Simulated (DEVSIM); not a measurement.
abrupt GaAs n-p junction

System: abrupt GaAs n-p junction, at 300 K.

| layer (left to right) | material | thickness (μm) | Nd (cm⁻³) | Na (cm⁻³) | τn (s) | τp (s) |
|---|---|---|---|---|---|---|
| 1 | GaAs | 3.10 | 6.3e15 | - | 7.1e-9 | 7.1e-9 |
| 2 | GaAs | 190 | - | 2.1e16 | 7.1e-9 | 7.1e-9 |

Left contact: ohmic. Right contact: ohmic. Voltage is applied to the left contact. Recombination: SRH at mid-gap. Mobility is μmin + (μ − μmin)/(1 + (N/Nref)^α).

Constants are typed, rounded textbook-type inputs, not results; the design itself was drawn at random and stands for no fabricated device. Values at 300 K.

```csv
parameter,GaAs
gap (eV),1.424
affinity (eV),4.07
permittivity,12.9
Nc (cm⁻³),4.7e17
Nv (cm⁻³),9e18
μn (cm²/Vs),8500
μp (cm²/Vs),400
"μn,min",500
"μp,min",20
"Nref,n",6e16
"Nref,p",1.5e17
αn,0.39
αp,0.38
```

Model (solved in DEVSIM): 1D drift-diffusion, Boltzmann statistics, complete ionisation; no tunnelling, impact ionisation, image-force lowering or self-heating.

```
Item                                                Value
---------------------------------------------  ----------
Potential step across the device at zero bias     1.156 V
Largest field in the device at zero bias       39000 V/cm
Dark forward voltage at 1 A/cm²                   1.031 V
```

Dark reverse current:

```tsv
V (V)	J (A/cm²)
0.20	1.8e-10
0.50	3.7e-10
1.00	6.4e-10
1.50	8.6e-10
2.00	1.1e-9
3.00	1.4e-9
4.00	1.8e-9
5.00	2.0e-9
6.50	2.4e-9
8.00	2.8e-9
10.00	3.2e-9
```

Dark forward current:

(V (V), J (A/cm²)): (-0.05, -1.3e-10); (-0.15, -1.3e-9); (-0.25, -9.6e-9); (-0.35, -7.1e-8); (-0.45, -5.3e-7); (-0.55, -4.1e-6); (-0.65, -3.2e-5); (-0.75, -0.00029); (-0.85, -0.0042); (-0.95, -0.11); (-1.00, -0.50); (-1.10, -3.1); (-1.20, -7.1); (-1.30, -12); (-1.40, -16); (-1.50, -21); (-1.60, -26); (-1.70, -31); (-1.80, -36); (-1.90, -42)
